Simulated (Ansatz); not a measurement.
# Effect of holes 1.0×10^22 cm⁻³ on GaP

Start from GaP in the zinc blende structure (space group F-43m, No. 216; a = 5.439 Å).

The change: hole doping at 1.0×10^22 cm⁻³ (0.402 per cell), with a uniform compensating background at fixed cell and a 300 K Fermi–Dirac width.

The values are results of plane-wave PAW DFT at the PBEsol level (Ansatz, an electronic-structure program, 420 eV), no spin-orbit coupling, earlier PAW set, not measurements. k-mesh 24×24×24 (Γ-centred); smearing 0.0259 eV (Fermi–Dirac).

| quantity | base | changed | shift |
|---|---|---|---|
| gap between the host's bands | 1.45 eV | 1.75 eV | +0.294 eV |
| valley order (the lowest conduction-band minima on the path, energy above the VBM, named in the base's zone) | a point along ⟨100⟩, about 1.0 Å⁻¹ from Γ 1.45 eV; L along ⟨111⟩ 1.60 eV; Γ 1.80 eV | a point along ⟨100⟩, about 1.0 Å⁻¹ from Γ 1.75 eV; L along ⟨111⟩ 1.77 eV; Γ 1.89 eV | – |
| Fermi level relative to the doped band's edge (positive inside the band; to 0.05 eV) | – | +0.95 eV | – |

Final structure:

```
CELL_PARAMETERS angstrom
      0.00000     2.71949     2.71949
      2.71949     0.00000     2.71949
      2.71949     2.71949     0.00000
ATOMIC_POSITIONS crystal
  P  0.75000 0.75000 0.75000
  Ga 0.00000 0.00000 0.00000
```
Cell charge +0.402247.

Carriers are added with a uniform compensating background; total energy and stress of such cells depend on the potential's zero and are not compared; many-body gap narrowing is missing at this level. Whether these cells are dynamically stable was not tested.
